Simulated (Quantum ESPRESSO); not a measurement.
## Habitual settings against a tight run: AlRh (Pm-3m, 2 atoms in the cell)

Self-consistent single point.

```
CELL_PARAMETERS angstrom
      3.04163     0.00000     0.00000
      0.00000     3.04163     0.00000
      0.00000     0.00000     3.04163
ATOMIC_POSITIONS crystal
  Al 0.00000 0.00000 0.00000
  Rh 0.50000 0.50000 0.50000
```

Method of the run: LDA (PZ), PSlibrary ultrasoft (LDA) pseudopotentials (plane waves; Quantum ESPRESSO 7.5).

Base settings: ecutwfc = 60 Ry; ecutrho = 420 Ry; occupations = smearing; smearing = fd; degauss = 0.0073499 Ry; potentials = {Al: Al.pz-n-rrkjus_psl.1.0.0.UPF, Rh: Rh.pz-spn-rrkjus_psl.1.0.0.UPF}; K_POINTS = automatic 14 14 14 0 0 0; conv_thr = 1e-11 Ry.

Tight run (finer mesh or higher cutoff; not a proven limit): ecutwfc: 60 Ry → 84 Ry; ecutrho: 420 Ry → 588 Ry; conv_thr: 1e-11 Ry → 7.3e-11 Ry; K_POINTS: automatic 14 14 14 0 0 0 → automatic 19 19 19 0 0 0. It gave Fermi level (on the code's own zero) 15.61 eV; pressure -17.08 GPa.

Quick runs, as changes from the base:
- A: the base itself
- B: smearing: fd → mp; degauss: 0.0073499 Ry → 0.036749 Ry; conv_thr: 1e-11 Ry → 7.3e-05 Ry; K_POINTS: automatic 14 14 14 0 0 0 → automatic 4 4 4 0 0 0
- C: ecutwfc: 60 Ry → 42 Ry; ecutrho: 420 Ry → 294 Ry; smearing: fd → gauss; degauss: 0.0073499 Ry → 0.0147 Ry; K_POINTS: automatic 14 14 14 0 0 0 → automatic 4 4 4 0 0 0
- D: ecutwfc: 60 Ry → 36 Ry; ecutrho: 420 Ry → 252 Ry; smearing: fd → cold; degauss: 0.0073499 Ry → 0.019992 Ry; pseudopotentials: {Al: Al.pz-n-rrkjus_psl.1.0.0.UPF, Rh: Rh.pz-spn-rrkjus_psl.1.0.0.UPF} → {Al: Al.pbe-n-rrkjus_psl.1.0.0.UPF, Rh: Rh.pbe-spn-rrkjus_psl.1.0.0.UPF}; K_POINTS: automatic 14 14 14 0 0 0 → automatic 3 3 3 0 0 0; input_dft: default → pbesol [PBEsol]
- E: ecutwfc: 60 Ry → 30 Ry; ecutrho: 420 Ry → 210 Ry; K_POINTS: automatic 14 14 14 0 0 0 → automatic 4 4 4 1 1 1
- F: ecutwfc: 60 Ry → 30 Ry; ecutrho: 420 Ry → 210 Ry; K_POINTS: automatic 14 14 14 0 0 0 → automatic 8 8 8 0 0 0

Energies are extrapolated to zero smearing width, which holds to low order in the width alone (under cold and Methfessel-Paxton smearing the free energy itself is taken).

Dashes: pressure of B, not trusted under this conv_thr with d or f elements; energy of D, another energy zero.

† marks runs with another functional, U, potentials or spin treatment: their distance from the tight run is not a convergence error alone.

The count of work is k-points × plane waves × bands × iterations; it is no time. 

The starting cell comes from a database of computed structures (which also holds hypothetical and non-ambient phases and stackings), without a prior relaxation at this level. Its lattice was rescaled by a random factor within 2.5 % of one. Spin polarisation is off. In the base run, with a pressure of about -17 GPa the cell is away from its equilibrium volume at this level.

```
run  energy less tight (meV/atom)  pressure less tight (GPa)  count of work / tight
---  ----------------------------  -------------------------  ---------------------
A                            19.0                      -0.21                   0.40
B                            85.4                          –                  0.015
C                           218.9                      -7.05                  0.016
D†                              –                     -31.55                 0.0059
E                          2194.6                    -119.52                 0.0038
F                          2230.5                    -117.38                  0.035
```

Among the runs at the tight run's level, the energy misses run from 19.0 to 2230.5 meV/atom.
